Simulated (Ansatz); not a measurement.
Surface: Si(111) 1x1 surface, 6 top atoms, 3 bilayers, bottom bilayer H-capped and fixed, every top atom capped by H; cell 11.5 x 6.6 Å; two neighbouring H replaced by OH; about 7 Å thick over the host's atoms, 18 atoms held. The numbers are results of PBE-D3(BJ) (plane waves to 420 eV, PAW; Ansatz, a program for electronic structure), not measurements. k mesh 1 x 2 x 1. The slab states were run without spin polarisation. Slab thickness, cell and mesh are as stated and are not converged limits. All energies are electronic energies at 0 K, without vibrations. Each state was relaxed from one prepared geometry.

End state of this step: H2O attacks the fragment of BDMAS (once exchanged) and HNMe2 forms. Atoms near the product:

| atom | x (Å) | y (Å) | z (Å) |
|---|---|---|---|
| Si(0) | 11.506 | 6.662 | 9.489 |
| H(14) | 11.508 | 6.684 | 10.995 |
| Si(30) | 7.669 | 6.663 | 9.493 |
| Si(31) | 9.592 | 3.337 | 9.496 |
| H(44) | 7.683 | 6.677 | 10.993 |
| H(45) | 9.597 | 3.315 | 10.998 |
| O(46) | 5.776 | 3.465 | 11.194 |
| H(49) | 12.778 | 2.891 | 11.644 |
| Si(a0) | 6.012 | 2.622 | 12.598 |
| N(a10) | 8.580 | 4.904 | 14.021 |
| C(a11) | 9.672 | 5.434 | 13.198 |
| H(a12) | 9.983 | 6.449 | 13.499 |
| H(a13) | 10.538 | 4.761 | 13.246 |
| H(a14) | 9.340 | 5.483 | 12.154 |
| C(a15) | 7.419 | 5.808 | 14.050 |
| H(a16) | 7.685 | 6.844 | 14.318 |
| H(a17) | 6.964 | 5.835 | 13.051 |
| H(a18) | 6.671 | 5.422 | 14.752 |
| H(a19) | 5.590 | 1.209 | 12.381 |
| H(a20) | 5.142 | 3.300 | 13.606 |
| O(b0) | 7.572 | 2.588 | 13.075 |
| H(b1) | 8.918 | 4.768 | 14.975 |
| H(b2) | 7.987 | 3.450 | 13.439 |

Question: What energy does it take to move HNMe2 into the gas, one a cell, with the surface relaxed behind it, and what are its closest contacts before it leaves?

Answer: 0.78 eV. Its closest contacts to the rest of the cell: N(a10)...H(b2) 1.68 Å, H(b1)...H(b2) 2.23 Å, H(a17)...H(44) 2.34 Å.

Here BDMAS is SiH2(NMe2)2; HNMe2 is dimethylamine.
